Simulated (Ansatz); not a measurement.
**Point defects in C**

Take an 8-atom supercell of C in the diamond structure (space group Fd-3m, No. 227; a = 3.560 Å) at its relaxed geometry as the base.

One neutral defect a cell, atoms relaxed at fixed cell.

Computed with r2SCAN (Ansatz, an electronic-structure program, PAW, no SOC), earlier PAW set.

```csv
case,largest displacement of a host atom from its site in the perfect cell,pressure
perfect supercell,–,0.0 GPa
Li interstitial (started 1.45 Å from the nearest host atom),0.07 Å,63.3 GPa
Mo on a C site,0.22 Å,165.5 GPa
Pb on a C site,0.26 Å,234.6 GPa
C interstitial (started 1.45 Å from the nearest host atom),0.63 Å,120.0 GPa
C vacancy,0.10 Å,-0.6 GPa
```

The magnetic state is the one reached from the starting moments; the real material's order can differ, and small cells can't hold many antiferromagnetic ones. In so small a cell the defect repeats every few ångströms: this is an ordered compound, not a dilute defect. A case with no gap was solved on a k-mesh chosen for an insulator, which is coarse for it. Starting moments died away, wholly or in part, for Li interstitial (started 1.45 Å from the nearest host atom), Pb on a C site, C interstitial (started 1.45 Å from the nearest host atom) and C vacancy; another magnetic solution may exist.
